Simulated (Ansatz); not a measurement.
Start from TiS2 in the CdI2 type structure (space group P-3m1, No. 164; a = 3.361 Å, c = 5.522 Å; layered, stacked along the Cartesian z axis). Axes: x lies along a and z along c of the hexagonal cell.

Structures relaxed with plane-wave PAW DFT at the PBE-D3(BJ) level (Ansatz, an electronic-structure program, 420 eV), without spin-orbit coupling.

Base:

Simulated powder pattern, Cu Kα1, λ = 1.54056 Å (kinematic, ideal powder, no thermal factors, no anomalous dispersion; the 8 strongest lines at most, above 2 %, up to 2θ = 90°):

| 2θ (°) | I/Imax (%) | hkl |
|---|---|---|
| 16.04 | 42 | (001) |
| 34.82 | 100 | (011) |
| 45.23 | 51 | (102) |
| 54.57 | 27 | (110) |
| 57.26 | 7.1 | (111) |
| 59.36 | 16 | (103) |
| 66.38 | 13 | (201) |
| 73.50 | 11 | (022) |

The change: tensile biaxial strain of 0.84 % in the plane normal to [001], as in epitaxy on a mismatched substrate; the out-of-plane cell vector and the atoms relax.

After the change:

Simulated powder pattern, Cu Kα1, λ = 1.54056 Å (kinematic, ideal powder, no thermal factors, no anomalous dispersion; the 8 strongest lines at most, above 2 %, up to 2θ = 90°):

```
2θ (°)  d (Å)  I/Imax (%)    hkl
------  -----  ----------  -----
16.09   5.504          43  (001)
34.61   2.590         100  (011)
45.12   2.008          50  (102)
54.08   1.694          28  (110)
56.80   1.619         7.3  (111)
59.35   1.556          16  (103)
65.81   1.418          13  (201)
73.01   1.295          11  (022)
```

The indices refer to the base's conventional cell; one index is shown for lines that coincide.

Whether these cells are dynamically stable was not tested. All final runs are without spin polarisation.
